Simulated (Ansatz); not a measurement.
**How a calculation on Al2GaP3O12 (C2, 18 atoms in the cell) responds to its settings**

```yaml
crystal:
  lattice:
    - [4.34186, -2.49322, 0.00000]
    - [4.34186, 2.49322, 0.00000]
    - [-0.02959, 0.00000, 11.10824]
  atoms:
    - { symbol: Al, position: [0.53580, 0.99994, 0.16506] }
    - { symbol: Al, position: [0.00006, 0.46420, 0.83494] }
    - { symbol: Ga, position: [0.46660, 0.53340, 0.50000] }
    - { symbol: P, position: [0.46608, 0.53392, 0.00000] }
    - { symbol: P, position: [0.53482, 0.00042, 0.66922] }
    - { symbol: P, position: [0.99958, 0.46518, 0.33078] }
    - { symbol: O, position: [0.40883, 0.89659, 0.56340] }
    - { symbol: O, position: [0.10341, 0.59117, 0.43660] }
    - { symbol: O, position: [0.87902, 0.70518, 0.22839] }
    - { symbol: O, position: [0.29482, 0.12098, 0.77161] }
    - { symbol: O, position: [0.70599, 0.41847, 0.89803] }
    - { symbol: O, position: [0.58153, 0.29401, 0.10197] }
    - { symbol: O, position: [0.41588, 0.84226, 0.05007] }
    - { symbol: O, position: [0.15774, 0.58412, 0.94993] }
    - { symbol: O, position: [0.84321, 0.73487, 0.71749] }
    - { symbol: O, position: [0.26513, 0.15679, 0.28251] }
    - { symbol: O, position: [0.74452, 0.40300, 0.37510] }
    - { symbol: O, position: [0.59700, 0.25548, 0.62490] }
```

Base run A: PBEsol, default PAW files made with PBE run with Ansatz (a program for electronic structure), self-consistent single point.

Its settings: kpoints.mp_grid.grid = 5 5 2; hamiltonian.xc = pbesol; hamiltonian.pseudopotentials = {kind: paw} (the program's default PAW files); scf.occupations.method = fixed.

The starting cell comes from a database of computed structures (which also holds hypothetical and non-ambient phases and stackings), without a prior relaxation at this level. Its lattice was rescaled by a random factor within 2.5 % of one. Ansatz's pressure includes its estimate of the finite-basis (Pulay) stress.

Absolute energies have different zeros for different potentials, functionals, Hubbard and dispersion terms and are not compared across them.

Runs:
- B: magnetization.noncollinear: default → true; magnetization.spin_orbit: default → true [PBEsol with spin-orbit coupling]
- C: hamiltonian.pseudopotentials: {kind: paw} (the program's default PAW files) → {kind: paw_fr}; magnetization.noncollinear: default → true; magnetization.spin_orbit: default → false
- D: hamiltonian.xc: pbesol → lda; magnetization.noncollinear: default → true; magnetization.spin_orbit: default → true [LDA (PW92) with spin-orbit coupling]

```
run  pressure (GPa)  largest force (eV/Å)  gap on the mesh (eV)
---  --------------  --------------------  --------------------
A             -1.30                 0.231                 5.030
B             -1.30                 0.232                 5.029
C             -1.30                 0.231                 5.030
D             -5.77                 0.412                 4.917
```

Run D against A: The pressure goes from -1.30 to -5.77 GPa, the largest force goes from 0.231 to 0.412 eV/Å and the gap on the mesh goes from 5.030 to 4.917 eV.

Run B against A: The pressure stays at -1.30 GPa, the largest force moves little (0.231 to 0.232 eV/Å) and the gap on the mesh hardly changes (5.030 to 5.029 eV).

Keys are those of Ansatz 0.2.
